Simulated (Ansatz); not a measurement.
The boundary is one mirror-built cell; no search for the lowest one was made.

System: Σ3 (111) symmetric tilt boundary in fcc Ni, with one O atom a cell (5.4 Å²) in the boundary; relaxed on a coarser mesh with the in-plane cell held.

Contact (Sharvin) terms of both leads are taken out of the resistance.

Values are means of three energies within 0.05 eV of the Fermi level, on a potential converged at a Fermi-Dirac width of 0.05 eV. Resistances leave out the leads' Sharvin resistance. Spin-orbit coupling is left out.

Question: State the specific resistance of the junction and the share of channels that pass according to PBE in Ansatz (a quantum-chemistry and plane-wave program).

Answer: AR = 0.52 × 10⁻¹⁵ Ω m²; 53 % of the channels of the narrower lead pass. Spin up passes 0.34 and spin down 0.91 channels a cell.
